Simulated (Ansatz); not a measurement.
The starting structures come from a database of crystals and need not be the phases stable at ambient conditions.

The decay constant κ of evanescent states in the gap governs leakage through a thin film.

Consider the following.

```
CELL_PARAMETERS angstrom
      3.95793     0.00000     0.00000
      0.00000     5.57623     0.00000
      1.97897     0.00000     6.73781
ATOMIC_POSITIONS crystal
  Sr 0.15106 0.24536 0.69788
  Sr 0.84894 0.74536 0.30212
  Mg 0.41502 0.29142 0.16996
  Mg 0.58498 0.79142 0.83004
  H  0.33397 0.01466 0.33206
  H  0.66603 0.51466 0.66794
  H  0.29950 0.49167 0.40100
  H  0.70050 0.99167 0.59900
  H  0.07402 0.82240 0.85196
  H  0.92598 0.32240 0.14804
  H  0.53860 0.13349 0.92280
  H  0.46140 0.63349 0.07720
```

Space group of this cell: Cmc2_1. The cell is taken as given.

Transport runs along the normal of the first two printed cell vectors.

The gap is the functional's own. No spin-orbit coupling. Mid-gap values are interpolated on the energy grid.

**Question.** Give the band gap and the smallest decay constant κ at mid-gap that r2SCAN (Ansatz, a program for electronic structure) yields.

**Answer.** Gap 3.22 eV on a 8×6×8 mesh; κ = 0.372 1/Å, at (0.375, 0.000) of the in-plane reciprocal vectors. At the zone centre, at the nearest computed energy, the slowest state has κ = 0.38 1/Å.
